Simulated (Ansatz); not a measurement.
## A constructed model of the (0001) surface of hcp Co, ferromagnetic, p(2x2) layer of Te, one a cell, on the site that continues the host's stacking (bottom of the slab: a bare face, its two planes held)

Method: PBE (plane waves to 420 eV, PAW; Ansatz, a program for electronic structure).

Set-up: 25 atoms, 12.4 Å thick at the start with caps and adatoms (thin: gaps and levels are the slab's own); mesh 9x9x1; 0.1 eV smearing; dipole correction on; 8 atoms held, the rest relaxed; held to the start's symmetry, so lower structures may exist; spin-polarised, ending with about 39.1 μB a cell; orders that need a larger cell were not tried, no spin-orbit, no U. It is one candidate, not shown to be the stable structure of the face.

The work function of the top face is 4.60 eV. The energy released by relaxation comes out as 0.43 eV and the magnetic moment of the cell is 39.14 μB. The cost is very roughly 50 core-minutes.
